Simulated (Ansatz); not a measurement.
System: WTe2 (P6₃/mmc, No. 194, 6 atoms in the cell; start mp-1019322; a measured phase of this formula has another space group). Method: PBEsol (Ansatz, a program for electronic structure, PAW).

Numerical settings: plane-wave cutoff 500 eV, 12×12×4 k mesh (along the axes of the cell as run), gaussian smearing 0.02 eV, no spin polarisation, scalar-relativistic PAW data made under PBE.

Cell (relaxed at this level):

```yaml
crystal:
  lattice:
    - [3.49663, 0.00000, 0.00000]
    - [-1.74832, 3.02817, 0.00000]
    - [0.00000, 0.00000, 14.06664]
  atoms:
    - { symbol: Te, position: [0.33333, 0.66667, 0.87890] }
    - { symbol: Te, position: [0.66667, 0.33333, 0.12110] }
    - { symbol: Te, position: [0.66667, 0.33333, 0.37890] }
    - { symbol: Te, position: [0.33333, 0.66667, 0.62110] }
    - { symbol: W, position: [0.33333, 0.66667, 0.25000] }
    - { symbol: W, position: [0.66667, 0.33333, 0.75000] }
```

Question: What does this level give for the band gap?

Answer: 
- band gap = 0.84 eV (on the SCF k mesh)

Note: the relaxation could not lower the start's symmetry, so the cell can be a saddle point above a distorted one; the cell has widely spaced layers and the level no dispersion term, so their spacing and the moduli can rest on weak binding.

Spin–orbit coupling is not included; with these elements it can move the gap by several tenths of an eV or more.

Static lattice: no zero-point or thermal effects.

Cost on a shared machine: roughly 6 core-minutes.

A start named mp-… is a Materials Project structure, which need not be a measured phase.
